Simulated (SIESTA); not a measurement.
**Converging the SCF threshold: NbH2 (I4mm, 3 atoms in the cell)**

```yaml
crystal:
  lattice:
    - [0.00000, 2.29598, 2.29598]
    - [2.29598, 0.00000, 2.29598]
    - [2.29598, 2.29598, 0.00000]
  atoms:
    - { symbol: Nb, position: [0.01089, 0.01089, 0.98911] }
    - { symbol: H, position: [0.25000, 0.25000, 0.25000] }
    - { symbol: H, position: [0.75000, 0.75000, 0.75000] }
```

Level of theory: GGA PBEsol, numerical atomic orbitals DZP, PseudoDojo PBEsol standard norm-conserving potentials (rewritten from UPF to PSML) (SIESTA).

Base settings: XC.functional = GGA; XC.authors = PBEsol; potentials = PseudoDojo PBEsol standard; PAO.BasisSize = DZP; PAO.EnergyShift = 0.01 Ry; MeshCutoff = 400 Ry; kgrid.MonkhorstPack = 6 6 6; OccupationFunction = MP; OccupationMPOrder = 0; ElectronicTemperature = 0.1 eV.

In this ladder: SCF.DM.Tolerance = default; SCF.DM.Converge = false; SCF.H.Converge = false; SCF.FreeE.Converge = true.

The mesh stays at the base's, so the ladder's end is converged at best in this setting alone.

Only quantities that move along the ladder and can be compared are tabulated.

The starting cell comes from a database of computed structures (which also holds hypothetical and non-ambient phases and stackings), without a prior relaxation at this level. Its lattice was rescaled by up to half a per cent. One atom was moved a little off its site on purpose. Spin polarisation is off. Values carry the incompleteness of an atom-centred basis. In the base run, with a pressure of about -10 GPa the cell is away from its equilibrium volume at this level.

Steps (SCF.FreeE.Tolerance): 1.0E-01 eV; 1.0E-02 eV; 1.0E-03 eV; 1.0E-04 eV; 1.0E-05 eV; 1.0E-06 eV; 1.0E-07 eV; 1.0E-08 eV; 1.0E-10 eV; 1.0E-12 eV.

Q: What is the coarsest SCF.FreeE.Tolerance that holds the pressure within 0.05 GPa of the last step, with all finer ones?

A: 1.0E-03 eV; the step before is off by 0.79 GPa.

Q: What is the coarsest SCF.FreeE.Tolerance that holds the forces within 0.01 eV/Å of the last step, with all finer ones?

A: 1.0E-03 eV; the step before is off by 0.023 eV/Å.

```csv
SCF.FreeE.Tolerance,pressure (GPa),largest difference of a force vector from the last step's (eV/Å)
1.0E-01 eV,-10.71,0.023
1.0E-02 eV,-10.71,0.023
1.0E-03 eV,-9.95,0.001
1.0E-04 eV,-9.95,0.001
1.0E-05 eV,-9.93,0.000
1.0E-06 eV,-9.93,0.000
1.0E-07 eV,-9.92,0.000
1.0E-08 eV,-9.92,0.000
1.0E-10 eV,-9.92,0.000
1.0E-12 eV,-9.92,0.000
```

Two neighbours can agree and both be off: 1.0E-01 eV and 1.0E-02 eV differ by 0.00 GPa in the pressure, yet lie about 0.79 GPa from the last step.
